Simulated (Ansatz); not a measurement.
## Response to strain in GaP

Start from GaP in the zinc blende structure (space group F-43m, No. 216).

```
CELL_PARAMETERS angstrom
      0.00000     2.71928     2.71928
      2.71928     0.00000     2.71928
      2.71928     2.71928     0.00000
ATOMIC_POSITIONS crystal
  Ga 0.00000 0.00000 0.00000
  P  0.25000 0.25000 0.25000
```

Cartesian axes are those of the cell as printed.

Strains are applied to the cell and any free atomic positions relax.

Method: plane-wave PAW DFT at the PBEsol level (Ansatz, an electronic-structure program, 420 eV), scalar-relativistic without spin-orbit coupling.

Notes on the quantities. energy relative to the base: free energy F.

| uniaxial strain ε_zz (%) | energy relative to the base (meV/atom) |
|---|---|
| -3 | 7.8 |
| -2.5 | ? |
| -2 | 3.4 |
| -1.5 | 1.9 |
| -1 | 0.8 |
| -0.5 | 0.2 |
| 0 | 0.0 |

### Question
Fit ΔE = Aε² + Bε³ (ε in %) to the rows shown and predict the withheld row.

### Answer
Least squares on the printed values gives A = 0.812 and B = -0.018 meV/atom (largest residual 0.0 meV/atom); this predicts 5.4 meV/atom, and the run gives 5.4 meV/atom, in agreement.

Stability against distortions was not tested.
